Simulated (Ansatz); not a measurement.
The parent structure is MgO in the rock salt structure (space group Fm-3m, No. 225; a = 4.1592 Å). Axes: x, y, z lie along the cube axes.

Computed with LDA, PAW, 420 eV (Ansatz, a first-principles code; spin-orbit coupling left out).

Perturbation: uniaxial strain ε_zz = +3.00 %, all other strain components held at zero, atoms relaxed at fixed cell.

### Question
Predict the stress tensor and what it implies for the stiffness.

### Answer
Stress of the strained cell less that of the base (GPa, compression positive):
```
  -2.70    0.00    0.00
   0.00   -2.70    0.00
   0.00    0.00   -8.13
```

Then −Δσ_ii/ε with ε = 0.0300 gives secant stiffness values (nonlinear terms included at this strain): C33 ≈ 271 GPa, C13 ≈ 90 GPa and C23 ≈ 90 GPa.

As a check, the harmonic strain energy −½ V₀ Δσ:ε is 6.8 meV/atom; the computed energy rise is 7.3 meV/atom.

Stability against distortions was not tested.
